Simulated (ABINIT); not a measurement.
A user runs ABINIT on Tl (P6_3/mmc, 4 atoms in the cell) and asks whether the run is sound. The aim is a self-consistent single point with DFT, revPBE, plane waves, PAW (JTH v2.0 PBE PAW, files made for PBE).

Cell that was meant: a = 3.5153 Å, b = 3.5153 Å, c = 11.2870 Å, α = 90.00°, β = 90.00°, γ = 120.00°.

Part of the input:

```
tsmear 0.00367493
nband 34
kptopt 1
ngkpt 1 1 1
nshiftk 1
shiftk 0 0 0
nstep 100
```

The program printed (abridged):

```
 Symmetries : space group P6_3/m m c (#194); Bravais hP (primitive hexag.)

 -outvars: echo values of preprocessed input variables --------
   [... lines left out ...]

 Coarse grid specifications (used for wave-functions):

 getcut: wavevector=  0.0000  0.0000  0.0000  ngfft=  30  30  90
         ecut(hartree)=     20.000   => boxcut(ratio)=   2.09597

 Fine grid specifications (used for densities):

 getcut: wavevector=  0.0000  0.0000  0.0000  ngfft=  40  40 125
         ecut(hartree)=     40.000   => boxcut(ratio)=   2.04197

   4.71167632E+03                                ecore*ucvol(ha*bohr**3)

_setup2: Arith. and geom. avg. npw (full set) are    3523.000    3523.000
--- !BeginCycle
solver: {iscf: 17, nstep: 100, nline: 4, wfoptalg: 10, }
tolerances: {tolvrs: 1.00E-10, }
...

     iter   Etot(hartree)      deltaE(h)  residm     nres2
 ETOT  1  -203.23294272442    -2.032E+02 1.366E+00 4.531E+00
 ETOT  2  -205.21092364525    -1.978E+00 8.014E-02 1.583E+00
 ETOT  3  -205.21025324225     6.704E-04 3.108E-02 2.677E-01
 ETOT  4  -205.21158441063    -1.331E-03 5.677E-03 8.928E-02
 ETOT  5  -205.21187367009    -2.893E-04 4.495E-03 4.554E-02
   [... 13 lines left out ...]
 ETOT 19  -205.21191066899    -1.108E-12 4.937E-08 1.851E-10
 ETOT 20  -205.21191066906    -6.500E-11 2.797E-09 3.096E-10
 ETOT 21  -205.21191066907    -1.282E-11 1.153E-08 1.258E-10
 ETOT 22  -205.21191066910    -3.206E-11 6.559E-10 5.221E-11
 At SCF step   22       nres2   =  5.22E-11 < tolvrs=  1.00E-10 =>converged.

 Cartesian components of stress tensor (hartree/bohr^3)
  sigma(1 1)=  2.13792778E-03  sigma(3 2)=  0.00000000E+00
  sigma(2 2)=  2.13792778E-03  sigma(3 1)=  0.00000000E+00
  sigma(3 3)= -2.12422191E-03  sigma(2 1)=  2.41942542E-14

 ----iterations are completed or convergence reached----

 reduced coordinates (array xred) for    4 atoms
       0.000000000000      0.000000000000     -0.000000000001
       0.000000000000      0.000000000000      0.499999999999
       0.333333333333      0.666666666667      0.249999999999
       0.666666666667      0.333333333333      0.749999999999
 cartesian forces (eV/Angstrom) at end:
    1     -0.00000000000000    -0.00000000000000    -0.00000000000000
   [... lines left out ...]
 Fermi (or HOMO) energy (eV) =   9.24064   Average Vxc (eV)=  -9.21091
   [... lines left out ...]
total_energy        : -2.05211911209718E+02
total_energy_eV     : -5.58410008857188E+03
...

-Cartesian components of stress tensor (GPa)         [Pressure= -2.1101E+01 GPa]
- sigma(1 1)=  6.28999963E+01  sigma(3 2)=  0.00000000E+00
- sigma(2 2)=  6.28999963E+01  sigma(3 1)=  0.00000000E+00
- sigma(3 3)= -6.24967557E+01  sigma(2 1)=  7.11819413E-10

 Calculation completed.
```

Problem. Can these results be used? Check the input.

Solution. The run is not sound. The fault is a single k-point for a small metallic cell. One k-point cannot sample the Fermi surface of a small cell. To fix it, use a converged k-point mesh. The run converged in 22 iterations without an error; against the sound input the free energy falls by 3.07 eV/atom and the pressure goes from 1.81 to -21.10 GPa.

An input that runs soundly differs in these lines (not the only fix; some lines may just follow from the change or write a value another way):
```diff
-ngkpt 1 1 1
+ngkpt 9 9 2
```

With that input, the run converged in 25 iterations: free energy E − TS -5571.80 eV; Fermi level (on the code's own zero) 6.19 eV; pressure 1.81 GPa (DFT, revPBE, plane waves, PAW (JTH v2.0 PBE PAW, files made for PBE)).

On the sound input: the starting cell comes from a database of computed structures (which also holds hypothetical and non-ambient phases and stackings), without a prior relaxation at this level. Its lattice was rescaled by a random factor within 2.5 % of one. The potentials were made for another functional than the one used.

These are the values that this program gave, and no reference: the one-centre exchange-correlation terms come from a truncated expansion.
